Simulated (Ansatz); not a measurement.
Level of theory: PBE (plane waves to 420 eV, PAW; Ansatz, a program for electronic structure).

Planar average of the electrostatic potential across the slab, in eV from the Fermi level, for a constructed model of the (111)B surface of 3C silicon carbide, C-terminated, Si trimer, 2x2 (bottom of the slab: 4 H on 4 bottom sites):

| z (Å) | V (eV) |
|---|---|
| 3.79 | 5.45 |
| 4.08 | 5.45 |
| 4.38 | 5.45 |
| 4.67 | 5.45 |
| 4.96 | 5.45 |
| 5.25 | 5.45 |
| 5.54 | 5.45 |
| 5.83 | 5.45 |
| 6.12 | 5.44 |
| 6.42 | 5.43 |
| 6.71 | 5.41 |
| 7.00 | 5.35 |
| 7.29 | 5.19 |
| 7.58 | 4.80 |
| 7.88 | 3.76 |
| 8.17 | 1.69 |
| 8.46 | 1.89 |
| 8.75 | 1.31 |
| 9.04 | -2.61 |
| 9.33 | -8.66 |
| 9.62 | -12.94 |
| 9.92 | -15.16 |
| 10.21 | -14.74 |
| 10.50 | -9.66 |
| 10.79 | -3.03 |
| 11.08 | 0.66 |
| 11.38 | -0.30 |
| 11.67 | -4.98 |
| 11.96 | -10.60 |
| 12.25 | -13.91 |
| 12.54 | -15.52 |
| 12.83 | -13.54 |
| 13.12 | -7.39 |
| 13.42 | -1.20 |
| 13.71 | 0.75 |
| 14.00 | -1.42 |
| 14.29 | -6.95 |
| 14.58 | -11.97 |
| 14.88 | -14.65 |
| 15.17 | -15.42 |
| 15.46 | -11.78 |
| 15.75 | -5.11 |
| 16.04 | 0.10 |
| 16.33 | 0.51 |
| 16.62 | -2.87 |
| 16.92 | -8.76 |
| 17.21 | -13.18 |
| 17.50 | -15.72 |
| 17.79 | -15.19 |
| 18.08 | -9.61 |
| 18.38 | -2.68 |
| 18.67 | 1.04 |
| 18.96 | 0.44 |
| 19.25 | -3.33 |
| 19.54 | -7.19 |
| 19.83 | -8.17 |
| 20.12 | -5.69 |
| 20.42 | -1.22 |
| 20.71 | 2.16 |
| 21.00 | 3.78 |
| 21.29 | 4.54 |
| 21.58 | 4.88 |
| 21.88 | 5.03 |
| 22.17 | 5.10 |
| 22.46 | 5.12 |
| 22.75 | 5.14 |
| 23.04 | 5.14 |
| 23.33 | 5.14 |
| 23.62 | 5.15 |
| 23.92 | 5.15 |
| 24.21 | 5.15 |

Model: 39-atom slab, 11.5 Å thick at the start with caps and adatoms (thin: gaps and levels are the slab's own), 5x5x1 mesh, Fermi-Dirac 0.025 eV, dipole correction, 8 atoms held, the rest relaxed; held to the start's symmetry, so lower structures may exist; no spin (no spin-polarised run to compare, though such a face may carry moments), no spin-orbit, no U. The slab shows no gap on its mesh. It is one candidate, not shown to be the stable structure of the face.

### Question
The surface cell has an area of 33.23 Å². What dipole along the normal does the step between the two vacuum levels imply?

### Answer
the top vacuum level lies 0.31 eV below the bottom one; p = −ε₀ A ΔV (ε₀ = 0.005526 e/(V·Å)) gives 0.06 e·Å a cell.
